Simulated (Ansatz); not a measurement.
Take ZrS₂ in the CdI2 type structure (space group P-3m1, No. 164; a = 3.578 Å, c = 5.540 Å; layered, stacked along the Cartesian z axis) as the base.

Levels (all Ansatz, a quantum-chemistry and plane-wave program, PAW): PBEsol-D3(BJ) (420 eV, no SOC); HSE06 (420 eV, no spin-orbit coupling).

Its gap is 0.29 eV with PBEsol-D3(BJ) and 1.09 eV with HSE06.

One thing is altered: a free-standing slab of 1 layer (3 atoms, 3 a layer) is cut normal to the stacking axis, with 15 Å of vacuum and the in-plane cell relaxed.

With PBEsol-D3(BJ) the gap becomes 0.94 eV.

If the HSE06 correction stayed the same, what would the HSE06 gap be, and what does the HSE06 run give?

A rigid correction of +0.80 eV gives 1.74 eV. The HSE06 run gives 1.80 eV, so the correction itself changes by +0.06 eV.

Single points use the geometry relaxed with PBEsol-D3(BJ). The hybrid gap comes from the SCF mesh plus the semilocal run's edge points and a few special points and is an upper bound. Whether these cells are dynamically stable was not tested. The zero or small gap of ZrS2 can change with the level of theory.
